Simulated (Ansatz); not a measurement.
Structures of equal composition on the (111) surface of fcc Au: a layer of Pt in place of the second plane; a layer of Pt in place of the third plane. The slabs share one bottom face, and each structure is named by its start. These are constructed structures in small cells; real faces may alloy, dewet or reconstruct in larger ones, and not all known structures of the face are among them. Slabs of about 12 Å with all that they carry, Fermi-Dirac smearing of 0.1 eV. Bottom of the slabs: a bare face, its two planes held. Relaxed from the named starts with such symmetry as they have, on meshes of like density; energies extrapolated to zero smearing; no spin-orbit coupling, no U. Spin-polarised runs, if any, are marked in brackets, and their order is one that fits the cell; the others ran without spin.

The numbers are results of PBE (plane waves to 420 eV, PAW; Ansatz, a first-principles code), not measurements.

Question: Rank these by energy per 1x1 cell (lowest first), as PBE gives it.

Answer: a layer of Pt in place of the third plane (0.000 eV), a layer of Pt in place of the second plane (0.092 eV)
